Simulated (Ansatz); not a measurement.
The parent structure is Ru in the hcp (Mg type) structure (space group P6_3/mmc, No. 194; a = 2.6756 Å, c = 4.2237 Å; relaxed with 0.1 eV smearing). Axes: x lies along a and z along c of the hexagonal cell.

Computed with Ansatz (a quantum-chemistry and plane-wave program) LDA, without spin-orbit coupling.

For the base:

* **Pressure**: 0.0 GPa
* **Shortest interatomic distance**: 261.7 pm

It is then changed as follows: the cell is compressed by 1.50 % along z with no lateral relaxation, atoms relaxed at fixed cell.

### Question
Estimate the effect on the pressure and shortest interatomic distance.

### Answer
The pressure (mean of the normal stresses, compression positive) goes from zero to 6.1 GPa; the shortest interatomic distance falls by 2.6 pm (261.7 pm → 259.1 pm).

The cells carry an imposed strain or load. Whether these cells are dynamically stable was not tested. The final runs are not spin-polarised.
